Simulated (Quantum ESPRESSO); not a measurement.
Quantum ESPRESSO run on NaMgF3 (P4mm, 5 atoms in the cell): self-consistent single point.

Method: PBEsol, SSSP 1.1.2 efficiency (PBE) pseudopotentials (plane waves; Quantum ESPRESSO).

```xyz
5
Lattice="3.9627 0.0000 0.0000 0.0000 3.9627 0.0000 0.0000 0.0000 3.9627" Properties=species:S:1:pos:R:3 pbc="T T T"
Na     0.0000     0.0000     0.0500
Mg     1.9813     1.9813     1.9813
F      1.9813     1.9813     0.0000
F      0.0000     1.9813     1.9813
F      1.9813     0.0000     1.9813
```

Reference input (self-consistent single point, DFT, PBEsol, plane waves, SSSP 1.1.2 efficiency (PBE) pseudopotentials): ecutwfc = 40 Ry; ecutrho = 320 Ry; occupations = smearing; smearing = fermi-dirac; degauss = 0.000734986 Ry; input_dft = pbesol; potentials = {Na: na_pbe_v1.5.uspp.F.UPF, Mg: Mg.pbe-n-kjpaw_psl.0.3.0.UPF, F: f_pbe_v1.4.uspp.F.UPF}; K_POINTS = automatic 3 3 3 0 0 0; conv_thr = 1e-11 Ry; mixing_beta = 0.7. This run's input differs from it in these lines:

```diff
@@ -19,2 +19,3 @@
  degauss = 0.000734986
+ nbnd = 16
  input_dft = 'pbesol'
```

Output, abridged:

```
     Self-consistent Calculation

     iteration #  1     ecut=    40.00 Ry     beta= 0.70

 %%%%%%%%%%%%%%%%%%%%%%%%%%%%%%%%%%%%%%%%%%%%%%%%%%%%%%%%%%%%%%%%%%%%%%%%%%%%%%
     Error in routine efermig (1):
     internal error, cannot bracket Ef
 %%%%%%%%%%%%%%%%%%%%%%%%%%%%%%%%%%%%%%%%%%%%%%%%%%%%%%%%%%%%%%%%%%%%%%%%%%%%%%

     stopping ...
```

The program stopped with an error at about iteration 1. 

The starting cell comes from a database of computed structures (which also holds hypothetical and non-ambient phases and stackings), without a prior relaxation at this level. Its lattice was rescaled by up to half a per cent. One atom was moved a little off its site on purpose.
